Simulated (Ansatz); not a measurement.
Base system: Sc in the hcp (Mg type) structure (space group P6_3/mmc, No. 194; a = 3.3179 Å, c = 5.1860 Å; relaxed with 0.1 eV smearing). Axes: x lies along a and z along c of the hexagonal cell.

The values are results of PBE (Ansatz, a quantum-chemistry and plane-wave program), no SOC, not measurements.

For the base:

The pressure comes out as 0.0 GPa.

Perturbation: uniaxial strain ε_zz = −0.50 %, all other strain components held at zero; the atoms relax in the strained cell.

Task: Estimate the effect on the energy relative to the base and pressure.

Result: The energy hardly moves; the pressure (mean of the normal stresses, compression positive) goes from zero to 0.3 GPa.

No phonon test of stability was made. The final runs are not spin-polarised.
